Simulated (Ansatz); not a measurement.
**Response to strain in HfC**

The reference is HfC in the rock salt structure (space group Fm-3m, No. 225; a = 4.607 Å; relaxed with 0.1 eV smearing). Axes: x, y, z lie along the cube axes.

Strains are applied to the cell and any free atomic positions relax.

The values are results of PBEsol in Ansatz (plane waves to 420 eV, PAW, no spin-orbit coupling), not measurements.

Notes on the quantities. energy relative to the base: free energy F; pressure: mean of the normal stresses, compression positive.

```json
[
 {"change": "base", "energy relative to the base": "0 meV/atom", "pressure": "0.0 GPa"},
 {"change": "tensor shear ε_xy = +1.43 %", "energy relative to the base": "+5.4 meV/atom", "pressure": "0.0 GPa"},
 {"change": "tensor shear ε_xy = +1.14 %", "energy relative to the base": "[?]", "pressure": "0.0 GPa"},
 {"change": "tensor shear ε_xy = +1.71 %", "energy relative to the base": "+7.8 meV/atom", "pressure": "0.1 GPa"},
 {"change": "tensor shear ε_xy = +0.86 %", "energy relative to the base": "[?]", "pressure": "0.0 GPa"},
 {"change": "tensor shear ε_xy = +0.57 %", "energy relative to the base": "[?]", "pressure": "0.0 GPa"},
 {"change": "tensor shear ε_xy = +0.29 %", "energy relative to the base": "+0.2 meV/atom", "pressure": "0.0 GPa"},
 {"change": "tensor shear ε_xy = +2.00 %", "energy relative to the base": "[?]", "pressure": "0.1 GPa"}
]
```

Question: What belongs in the blanks?

Answer: 
- tensor shear ε_xy = +1.14 %, energy relative to the base: +3.5 meV/atom
- tensor shear ε_xy = +0.86 %, energy relative to the base: +2.0 meV/atom
- tensor shear ε_xy = +0.57 %, energy relative to the base: +0.9 meV/atom
- tensor shear ε_xy = +2.00 %, energy relative to the base: +11 meV/atom

Whether these cells are dynamically stable was not tested. All final runs are without spin polarisation.

Ansatz is an electronic-structure program.
